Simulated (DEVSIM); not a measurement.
Structure: Si n-p junction from an implanted or diffused profile, at 250 K.

```
layer (left to right)  material  thickness (μm)  Na (cm⁻³)  τn (s)  τp (s)
---------------------  --------  --------------  ---------  ------  ------
1                            Si            22.0     4.7e16  5.4e-7  5.4e-7
```

Added donor profile: 3.2e18 cm⁻³ × exp(−(x − 0 μm)²/(2·(0.23 μm)²)). Left contact: ohmic. Right contact: ohmic. Voltage is applied to the left contact. Recombination: SRH at mid-gap, radiative. Mobility is μmin + (μ − μmin)/(1 + (N/Nref)^α).

The device is made up for the run: typed textbook-type constants, with dimensions and the other settings drawn at random. Values at 300 K; Nc and Nv go as T^1.5, mobilities as T to minus their exponent, the gap by Varshni's rule with the affinity fixed.

```
parameter               Si
----------------  --------
gap (eV)             1.124
affinity (eV)         4.05
permittivity          11.7
Nc (cm⁻³)          2.86e19
Nv (cm⁻³)           3.1e19
μn (cm²/Vs)           1417
μp (cm²/Vs)            470
μn,min                  52
μp,min                  45
Nref,n              9.7e16
Nref,p              2.2e17
αn                    0.68
αp                    0.72
T exponent of μn       2.3
T exponent of μp       2.2
B (cm³/s)          4.7e-15
Varshni α (eV/K)  0.000473
Varshni β (K)          636
```

Simulated with DEVSIM: 1D drift-diffusion, Boltzmann statistics, complete ionisation; no tunnelling, impact ionisation, image-force lowering or self-heating.

The temperature was swept, all else fixed.

| temperature (K) | dark forward voltage at 100 A/cm² (V) | dark forward voltage at 1 A/cm² (V) | potential step across the device at zero bias (V) |
|---|---|---|---|
| 250 | 0.878 | 0.766 | 0.961 |
| 300 | 0.806 | 0.671 | 0.899 |
| 350 | 0.735 | 0.573 | 0.834 |
| 400 | 0.662 | 0.472 | 0.767 |
| 450 | 0.588 | 0.369 | 0.697 |
| 500 | 0.513 | 0.264 | 0.625 |

From the first row to the last the dark forward voltage at 100 A/cm² goes from 0.878 to 0.513. From the first row to the last the dark forward voltage at 1 A/cm² goes from 0.766 to 0.264.
